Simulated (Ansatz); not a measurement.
**K2NaAsF6 (space group Fm-3m, No. 225; a cell from a computed database, its experimental status unchecked)**

K2NaAsF6 has the cubic space group Fm-3m (No. 225), Pearson symbol cF40. Lattice parameters: a = 8.5011 Å, b = 8.5011 Å, c = 8.5011 Å, α = 90.00°, β = 90.00°, γ = 90.00°. K on 8c has 12 F at 3.007 Å and 4 As at 3.681 Å. Na on 4b is coordinated by 6 F at 2.207 Å (octahedral). As on 4a sees 6 F at 2.044 Å and 8 K at 3.681 Å. F on 24e has 1 As at 2.044 Å and 1 Na at 2.207 Å and 4 K at 3.007 Å (octahedral). (Neighbours: up to the widest gap in distance over summed covalent radii, below 1.35, at either atom; cation-cation and far metal-metal contacts left out.)
(The calculation used a cell of 10 atoms; values per cell refer to that cell.)

Computed with r2SCAN (Ansatz, a quantum-chemistry and plane-wave program), no SOC. Settings: 7×7×7 k-points, 0.05 eV Fermi–Dirac smearing.

* **Volume per atom**: 15.36 Å³
* **Density**: 3.14 g/cm³
* **Band gap**: 4.96 eV, indirect, W → L
* **Lowest conduction-band minima above the VBM**: L along ⟨111⟩ 4.96 eV; a point along ⟨110⟩, about 0.4 Å⁻¹ from Γ 5.14 eV; a point along ⟨100⟩, about 0.2 Å⁻¹ from Γ 5.25 eV
* **Total energy**: -1430.605 eV/atom (σ→0; compares only within this code and set-up)

Whether these cells are dynamically stable was not tested.
